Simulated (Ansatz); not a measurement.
Base system: MoSi2 (space group I4/mmm, No. 139; relaxed with 0.1 eV smearing).

```xyz
3
Lattice="-1.5950 1.5950 3.9110 1.5950 -1.5950 3.9110 1.5950 1.5950 -3.9110" Properties=species:S:1:pos:R:3 pbc="T T T"
Si     0.0000     0.0000     5.2012
Si     0.0000     0.0000     2.6208
Mo     0.0000     0.0000     0.0000
```

Cartesian axes are those of the cell as printed.

Level of theory: DFT with PBEsol, PAW potentials and a 420 eV plane-wave cutoff in Ansatz (a first-principles code), scalar-relativistic without spin-orbit coupling.

Base values:

- Pressure: 0.0 GPa

It is then changed as follows: uniaxial strain ε_zz = −1.50 %, all other strain components held at zero; the atoms relax in the strained cell.

### Question
Predict the new energy relative to the base.

### Answer
The energy rises by 5.1 meV/atom.

### Question
Predict the new pressure.

### Answer
The pressure (mean of the normal stresses, compression positive) goes from zero to 3.8 GPa.

No phonon test of stability was made. All final runs are without spin polarisation.
